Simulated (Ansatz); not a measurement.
An Ansatz (a first-principles code) input (Ansatz, PBEsol, PAW, cutoff 420 eV, scalar-relativistic without spin-orbit coupling):

Ansatz 0.2 input:
```yaml
crystal:
  lattice:
    - [0, 2.0414843026, 2.0925214102]
    - [2.0414843026, 0, 2.0925214102]
    - [2.0414843026, 2.0414843026, 0]
  atoms:
    - { symbol: Au, position: [0, 0, 0] }
basis: { ecutwfc: 420, ecutrho_ratio: 4, xc_grid: 2, fft_grid_basis: typed }
kpoints: { mp_grid: { grid: [28, 28, 28] } }
hamiltonian:
  xc: pbesol
  dispersion: none
  pseudopotentials: { kind: paw }
scf: { occupations: { method: fermi_dirac, width: 0.1 }, convergence: { dr2_threshold: 0.0000000001 } }
relax: { f_tol: 0.005, max_steps: 50 }
output: { forces: true, stress: true }
checkpoint: { write: state.ck, write_every: 1000 }
```

Q: Which symmetry and how many k-points will the program report, and about how many plane waves at Γ?

A: Space group I4/mmm (ITA 139) with 16 operations, k-points 1639 of 21952, and 331 plane waves at Γ.

Q: And the final pressure?

A: -3.99 GPa (compression positive).

The cells carry an imposed strain or load. No phonon test of stability was made. The cell was made from Au in the fcc (Cu type) structure (space group Fm-3m, No. 225) by this change: uniaxial strain ε_zz = +2.50 %.
